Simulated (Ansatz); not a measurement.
Cell and atoms of amorphous Ge₂₈Se₂₈Al₃:

```xyz
59
Lattice="11.1567 -0.7744 0.3364 -0.7744 11.4244 0.3277 0.3364 0.3277 11.6515" Properties=species:S:1:pos:R:3 pbc="T T T"
Ge     3.2141     7.9392     8.6732
Ge     2.1527     2.6341     5.6731
Ge     5.3273     7.0645     5.2292
Ge     0.3219     9.5058     7.9375
Ge     6.8057    10.6986     1.9290
Ge     5.3647     1.1912     4.8420
Ge     6.2008    10.8328     8.0707
Ge     8.9413     9.2779    10.7813
Ge     0.5203     5.9020     2.8032
Ge     5.2934     5.8123    11.0004
Ge     2.7895     0.4620     4.4935
Ge    10.8734     4.7290    11.5816
Ge     1.3952     7.5624     4.7913
Ge    10.2361     0.0947     4.7789
Ge     8.1917    10.0710     6.7924
Ge     1.4369     4.1130     8.8791
Ge     4.6600     2.1126     2.2332
Ge     5.2952     0.6853    10.5499
Ge     3.3641     4.8566     5.3756
Ge     5.3049     3.2965     8.3815
Ge     6.0550     5.5712     3.0897
Ge    10.1568     4.0147     4.8838
Ge     3.1127     7.3145     1.8706
Ge     2.3864     9.0712    10.8782
Ge     7.7796     0.6427     3.8861
Ge     5.5770     7.8275     7.7194
Ge     8.2289     4.5243     1.5191
Ge     1.1570    10.5730     1.7060
Se     2.7285     2.1069     7.9793
Se     2.9631     6.0087    10.2984
Se     6.5944     5.8652     8.9613
Se     3.6093     4.8246     2.8513
Se     8.9662     8.2678     8.2285
Se    -0.0986     9.5007     4.8089
Se     5.5284     3.5834     5.7454
Se     9.6731     6.5662     2.5104
Se     5.6468     7.2031     1.0760
Se     9.0088     2.7282     3.1495
Se     2.1627     1.5562     2.3146
Se     1.3003     3.3854    11.3871
Se     7.2418     8.8381     4.7547
Se     8.6754     5.4199     6.1504
Se    10.6222     0.0756     9.3484
Se     3.5840     8.5821     4.1379
Se    -0.0349     8.4756    10.3169
Se     2.7639     0.1357    10.5325
Se     5.0854    -0.2951     1.3432
Se     4.1124    10.8237     6.9636
Se     8.6031     1.7508    11.9618
Se    10.8138     2.1224     6.3560
Se     5.7839     3.5720    11.5988
Se     9.8102    10.0676     1.7966
Se     1.2717     7.1309     7.2534
Se     9.7451     4.1602     9.4270
Se     5.8786     9.9458    10.2768
Se     7.4894     1.8470     7.7874
Al    10.8773     0.8271    11.6736
Al     9.0022     1.8971     9.6070
Al     9.1382     7.2923     4.7481
```

Method: PBE-D3(BJ), scalar-relativistic without spin-orbit coupling, PAW (Ansatz default set, large-core Se) (plane waves to 420 eV; Ansatz, an electronic-structure program).

A CHGNet melt-quench gave the starting glass, which DFT then relaxed. The hot cell started wider than the set density and was brought back towards it in steps. It is the lowest in DFT energy of 3 quenches. It is a model cell: composition and starting density were chosen by hand, and all elements were melted together. The geometry includes D3(BJ) dispersion. Its density started from a set value of 4.80 and ended at 4.87 g/cm³. The simulated quench (nominally 60 K/ps over its main leg) is rapid and tends to freeze in more defects than a deposited or slowly cooled glass has. A cell of this size samples the disorder only roughly. Volume and shape were free in the relaxation. On a 2×2×2 Γ-centred mesh force components of up to 0.14 eV/Å stay, since the relaxation ran on one k-point at (1/4, 1/4, 1/4).

Bonds are counted up to Ge-Ge 2.85 Å, Ge-Se 2.86 Å, Ge-Al 2.89 Å, Se-Se 2.76 Å, Se-Al 2.89 Å, Al-Al 2.90 Å.

Give the coordination numbers, mean bond lengths and angles.


| Property | Result |
|---|---|
| Mean coordination of Ge | 3.32 (1 with 2, 17 with 3, 10 with 4) |
| Mean coordination of Se | 2.68 (9 with 2, 19 with 3) |
| Mean coordination of Al | 4.00 (3 with 4) |
| Mean Ge-Se bond | 2.562 Å (spread 0.091 Å, 63 counted) |
| Mean Ge-Ge bond | 2.629 Å (spread 0.084 Å, 15 counted) |
| Mean Se-Al bond | 2.412 Å (spread 0.037 Å, 12 counted) |
| Bond angle at Ge | mean 101.6°, spread 14.5° |
| Bond angle at Se | mean 99.2°, spread 12.9° |
| Bond angle at Al | mean 109.3°, spread 9.2° |

What Bader charges do the atoms carry, from a run on one k-point at (1/4, 1/4, 1/4)?

Means (range): Ge +0.49 e (+0.14 to +0.82), Se -0.71 e (-1.20 to -0.50), Al +2.09 e (+2.08 to +2.10).
```
atom  charge (e)
----  ----------
Ge1        +0.33
Ge2        +0.35
Ge3        +0.34
Ge4        +0.65
Ge5        +0.49
Ge6        +0.31
Ge7        +0.64
Ge8        +0.68
Ge9        +0.34
Ge10       +0.82
Ge11       +0.34
Ge12       +0.50
Ge13       +0.54
Ge14       +0.37
Ge15       +0.40
Ge16       +0.65
Ge17       +0.60
Ge18       +0.63
Ge19       +0.36
Ge20       +0.68
Ge21       +0.44
Ge22       +0.61
Ge23       +0.58
Ge24       +0.45
Ge25       +0.14
Ge26       +0.31
Ge27       +0.48
Ge28       +0.61
Se29       -0.58
Se30       -0.56
Se31       -0.50
Se32       -0.60
Se33       -0.57
Se34       -0.92
Se35       -0.56
Se36       -0.90
Se37       -0.53
Se38       -0.60
Se39       -0.55
Se40       -0.91
Se41       -0.89
Se42       -0.88
Se43       -1.19
Se44       -0.53
Se45       -0.62
Se46       -0.59
Se47       -0.64
Se48       -0.57
Se49       -1.20
Se50       -0.53
Se51       -0.58
Se52       -0.99
Se53       -0.53
Se54       -0.90
Se55       -0.58
Se56       -0.91
Al57       +2.10
Al58       +2.10
Al59       +2.08
```
